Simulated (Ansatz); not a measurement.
Take Rh in the fcc (Cu type) structure (space group Fm-3m, No. 225; a = 3.802 Å; relaxed with 0.1 eV smearing) as the base. Axes: x, y, z lie along the cube axes.

Level of theory: r2SCAN (Ansatz, a quantum-chemistry and plane-wave program; PAW; 500 eV plane waves; no spin-orbit coupling).

Strains are applied to the cell and any free atomic positions relax.

One change was made to it. Results:

```csv
quantity,base,after
energy relative to the base (free energy F),0 meV/atom,+0.5 meV/atom
shortest interatomic distance,2.688 Å,2.681 Å
```

Task: What was done to the base?
A) uniaxial strain ε_zz = −1.50 %
B) uniaxial strain ε_zz = −2.50 %
C) uniaxial strain ε_zz = −0.50 %
D) uniaxial strain ε_zz = −1.00 %
E) uniaxial strain ε_zz = −3.00 %

Result: C, uniaxial strain ε_zz = −0.50 %. For comparison, the energy relative to the base in the other runs: uniaxial strain ε_zz = −2.50 % gives +13 meV/atom; uniaxial strain ε_zz = −3.00 % gives +18 meV/atom; uniaxial strain ε_zz = −1.50 % gives +4.4 meV/atom; uniaxial strain ε_zz = −1.00 % gives +1.9 meV/atom.

Stability against distortions was not tested. All final runs are without spin polarisation.
